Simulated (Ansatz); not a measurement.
The parent structure is Mg2Sn (space group Fm-3m, No. 225; relaxed with 0.1 eV smearing).

```yaml
crystal:
  lattice:
    - [0.00000, 3.37356, 3.37356]
    - [3.37356, 0.00000, 3.37356]
    - [3.37356, 3.37356, 0.00000]
  atoms:
    - { symbol: Mg, position: [0.25000, 0.25000, 0.25000] }
    - { symbol: Mg, position: [0.75000, 0.75000, 0.75000] }
    - { symbol: Sn, position: [0.00000, 0.00000, 0.00000] }
```

Cartesian axes are those of the cell as printed.

Calculations: PBEsol (Ansatz, an electronic-structure program, PAW, no SOC).

Base values:

The shortest interatomic distance is 2.922 Å.

Now apply this change: biaxial strain −1.67 %, plane normal [111], relaxed out of plane (Cartesian); in-plane vectors clamped, the third vector and the atoms free.

Estimate the effect on the in-plane stress, out-of-plane strain, shortest interatomic distance and energy relative to the base.

The mean in-plane stress (compression positive) amounts to +1.7 GPa; the out-of-plane strain amounts to +0.91 %; the shortest interatomic distance decreases by 0.034 Å (2.922 Å → 2.888 Å); the energy rises by 4.4 meV/atom.

No phonon test of stability was made.
